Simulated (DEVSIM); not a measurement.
System: Mo/SiO2/p-Si capacitor, at 400 K.

| layer (left to right) | material | thickness (nm) | Na (cm⁻³) |
|---|---|---|---|
| 1 | SiO2 | 18.0 | - |
| 2 | Si | 960 | 3.6e17 |

Metal gate on the left, work function 4.6 eV. Fixed charge at the semiconductor interface 0 cm⁻² (in units of +e); no interface traps.

Constants are typed, rounded textbook-type inputs, not results; the design itself was drawn at random and stands for no fabricated device. Values at 300 K; Nc and Nv go as T^1.5, mobilities as T to minus their exponent, the gap by Varshni's rule with the affinity fixed.

```tsv
parameter	SiO2	Si
gap (eV)	9	1.124
affinity (eV)	0.9	4.05
permittivity	3.9	11.7
Nc (cm⁻³)	-	2.86e19
Nv (cm⁻³)	-	3.1e19
Varshni α (eV/K)	-	0.000473
Varshni β (K)	-	636
```

Simulated with DEVSIM: 1D Poisson equation in equilibrium, Boltzmann statistics, complete ionisation; no quantum confinement or tunnelling. Metal contacts follow the ideal Schottky-Mott rule: no Fermi-level pinning, no interface dipoles.

Base results: minimum of the low-frequency capacitance (μF/cm²) 0.105; flat-band voltage (V) -0.38; capacitance of the dielectric stack (μF/cm²) 0.192.

### Question
What follows from this one change: SiO2 thickness 0.018 → 0.015 μm?

### Answer
minimum of the low-frequency capacitance 0.105 → 0.115 μF/cm²; flat-band voltage little changed (-0.38 V); capacitance of the dielectric stack 0.192 → 0.230 μF/cm².

### Question
What follows from this one change: temperature 400 → 500 K?

### Answer
minimum of the low-frequency capacitance 0.105 → 0.112 μF/cm²; flat-band voltage -0.38 → -0.29 V; capacitance of the dielectric stack little changed (0.192 μF/cm²).

### Question
What follows from this one change: fixed charge 0 → 1.08e+12 cm^-2?

### Answer
minimum of the low-frequency capacitance little changed (0.104 μF/cm²); flat-band voltage -0.38 → -1.28 V; capacitance of the dielectric stack little changed (0.192 μF/cm²).

### Question
What follows from this one change: substrate doping 3.6e+17 → 7.2e+17 cm^-3?

### Answer
minimum of the low-frequency capacitance 0.105 → 0.119 μF/cm²; flat-band voltage -0.38 → -0.40 V; capacitance of the dielectric stack little changed (0.192 μF/cm²).
